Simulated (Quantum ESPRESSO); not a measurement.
## Habitual settings against a tight run: Ti3Nb (P6_3/mmc, 8 atoms in the cell)

Self-consistent single point.

```
Ti3Nb
1.0
    5.72391     0.00000     0.00000
   -2.86196     4.95705     0.00000
    0.00000     0.00000     4.70383
Ti Nb
6 2
Direct
  0.33163   0.16581   0.75000
  0.66837   0.83418   0.25000
  0.16581   0.33163   0.25000
  0.83418   0.66837   0.75000
  0.83418   0.16581   0.75000
  0.16581   0.83418   0.25000
  0.66667   0.33333   0.25000
  0.33333   0.66667   0.75000
```

Method: LDA (PW92), PseudoDojo standard norm-conserving (LDA) pseudopotentials (plane waves; Quantum ESPRESSO).

Base settings: ecutwfc = 85 Ry; occupations = smearing; smearing = mp; degauss = 0.019992 Ry; potentials = {Ti: Ti.upf, Nb: Nb.upf}; K_POINTS = automatic 5 5 6 0 0 0; conv_thr = 1e-10 Ry; mixing_beta = 0.7.

Tight run (finer mesh or higher cutoff; not a proven limit): ecutwfc: 85 Ry → 119 Ry; conv_thr: 1e-10 Ry → 7.3e-11 Ry; K_POINTS: automatic 5 5 6 0 0 0 → automatic 7 7 9 0 0 0. It gave Fermi level (on the code's own zero) 15.27 eV; pressure -2.20 GPa; largest force (vector length) 0.016 eV/Å.

Quick runs, as changes from the base:
- A: the base itself
- B: ecutwfc: 85 Ry → 51 Ry; degauss: 0.019992 Ry → 0.0147 Ry; K_POINTS: automatic 5 5 6 0 0 0 → automatic 6 6 6 0 0 0
- C: ecutwfc: 85 Ry → 59 Ry; smearing: mp → fd; degauss: 0.019992 Ry → 0.0099958 Ry; K_POINTS: automatic 5 5 6 0 0 0 → automatic 4 4 4 0 0 0
- D: K_POINTS: automatic 5 5 6 0 0 0 → automatic 4 4 4 0 0 0
- E: ecutwfc: 85 Ry → 68 Ry; smearing: mp → gauss; conv_thr: 1e-10 Ry → 7.3e-06 Ry; K_POINTS: automatic 5 5 6 0 0 0 → automatic 2 2 2 0 0 0

Energies are extrapolated to zero smearing width, which holds to low order in the width alone (under cold and Methfessel-Paxton smearing the free energy itself is taken).

Dashes: pressure of E, not trusted under this conv_thr with d or f elements.

The count of work is k-points × plane waves × bands × iterations; it is no time. Core times come from one kind of shared machine and are given to one figure; runs under 30 s give none.

The starting cell comes from a database of computed structures (which also holds hypothetical and non-ambient phases and stackings), without a prior relaxation at this level. Its lattice was rescaled by a random factor within 2.5 % of one. Spin polarisation is off.

| run | energy less tight (meV/atom) | pressure less tight (GPa) | largest miss in a force vector (eV/Å) | count of work / tight | core time / tight (rough) |
|---|---|---|---|---|---|
| A | 1.1 | -0.01 | 0.008 | 0.27 | 0.2 |
| B | 502.6 | -27.02 | 0.003 | 0.18 | 0.3 |
| C | 118.5 | -8.12 | 0.040 | 0.11 | 0.1 |
| D | 6.5 | 0.49 | 0.057 | 0.18 | 0.2 |
| E | 13.4 | – | 0.029 | 0.023 | 0.02 |

Among the runs at the tight run's level, the energy misses run from 1.1 to 502.6 meV/atom.

Left out of this page: 1 run of the series outside the window shown, repeating another row's setting, or not comparable.
